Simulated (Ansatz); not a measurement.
InP (model structure, P3m1, No. 156, 20 atoms in the cell) was calculated with LDA in Ansatz (plane waves, PAW).

Settings: plane-wave cutoff 520 eV, 12×12×1 k mesh (along the axes of the cell as run), Fermi–Dirac smearing 0.01 eV, scalar-relativistic PAW data made under PBE.

Cell (relaxed at this level):

Space group P3m1 (No. 156); a = b = 4.1163 Å, c = 33.6924 Å, α = β = 90.00°, γ = 120.00°

```json
[
 {"atom": "In", "site": "1a", "symmetry": "3m.", "x": "0.0000", "y": "0.0000", "z": "0.0003"},
 {"atom": "P", "site": "1a", "symmetry": "3m.", "x": "0.0000", "y": "0.0000", "z": "0.0752"},
 {"atom": "In", "site": "1b", "symmetry": "3m.", "x": "0.3333", "y": "0.6667", "z": "0.1002"},
 {"atom": "P", "site": "1b", "symmetry": "3m.", "x": "0.3333", "y": "0.6667", "z": "0.1751"},
 {"atom": "In", "site": "1c", "symmetry": "3m.", "x": "0.6667", "y": "0.3333", "z": "0.2001"},
 {"atom": "P", "site": "1c", "symmetry": "3m.", "x": "0.6667", "y": "0.3333", "z": "0.2750"},
 {"atom": "In", "site": "1a", "symmetry": "3m.", "x": "0.0000", "y": "0.0000", "z": "0.3000"},
 {"atom": "P", "site": "1a", "symmetry": "3m.", "x": "0.0000", "y": "0.0000", "z": "0.3749"},
 {"atom": "In", "site": "1b", "symmetry": "3m.", "x": "0.3333", "y": "0.6667", "z": "0.3999"},
 {"atom": "P", "site": "1b", "symmetry": "3m.", "x": "0.3333", "y": "0.6667", "z": "0.4748"},
 {"atom": "In", "site": "1c", "symmetry": "3m.", "x": "0.6667", "y": "0.3333", "z": "0.4998"},
 {"atom": "P", "site": "1c", "symmetry": "3m.", "x": "0.6667", "y": "0.3333", "z": "0.5746"},
 {"atom": "In", "site": "1a", "symmetry": "3m.", "x": "0.0000", "y": "0.0000", "z": "0.5998"},
 {"atom": "P", "site": "1a", "symmetry": "3m.", "x": "0.0000", "y": "0.0000", "z": "0.6748"},
 {"atom": "In", "site": "1c", "symmetry": "3m.", "x": "0.6667", "y": "0.3333", "z": "0.6999"},
 {"atom": "P", "site": "1c", "symmetry": "3m.", "x": "0.6667", "y": "0.3333", "z": "0.7750"},
 {"atom": "In", "site": "1a", "symmetry": "3m.", "x": "0.0000", "y": "0.0000", "z": "0.8001"},
 {"atom": "P", "site": "1a", "symmetry": "3m.", "x": "0.0000", "y": "0.0000", "z": "0.8751"},
 {"atom": "In", "site": "1c", "symmetry": "3m.", "x": "0.6667", "y": "0.3333", "z": "0.9003"},
 {"atom": "P", "site": "1c", "symmetry": "3m.", "x": "0.6667", "y": "0.3333", "z": "0.9753"}
]
```

### Question
Estimate the band gap that the calculation returns.

### Answer

band gap: 0.60 eV

Note: the relaxation could raise the start's symmetry but not lower it, so the cell can be a saddle point.

Spin–orbit coupling is not included.

Static lattice: no zero-point or thermal effects.

The result took around 9 core-minutes (rough).

A model structure was made by putting elements into a prototype or built by hand; it is no filed structure, need not be a known phase, and can be a saddle point held by its symmetry.

Ansatz is a first-principles code.
